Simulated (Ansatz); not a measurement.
The parent structure is WC (space group P-6m2, No. 187; a = 2.9131 Å, c = 2.8358 Å; relaxed with 0.1 eV smearing). Axes: x lies along a and z along c of the hexagonal cell.

The values are results of r2SCAN (Ansatz, a program for electronic structure), spin-orbit coupling left out, earlier PAW set, not measurements.

Before the change:

Shortest interatomic distance: 2.200 Å
Band gap: zero

It is then changed as follows: the cell is compressed by 3.01 % along y with no lateral relaxation; the atoms relax in the strained cell.

### Question
What happens to the stress, energy relative to the base, shortest interatomic distance and band gap?

### Answer
The stress (xx, yy, zz, yz, xz, xy; compression positive) comes out as (8.2, 24.2, 5.6, 0.0, 0.0, 0.0) GPa; the energy rises by 23 meV/atom; the shortest interatomic distance shrinks by 0.031 Å (2.200 Å → 2.169 Å); the band gap is still zero.

No phonon test of stability was made. The final runs are not spin-polarised.
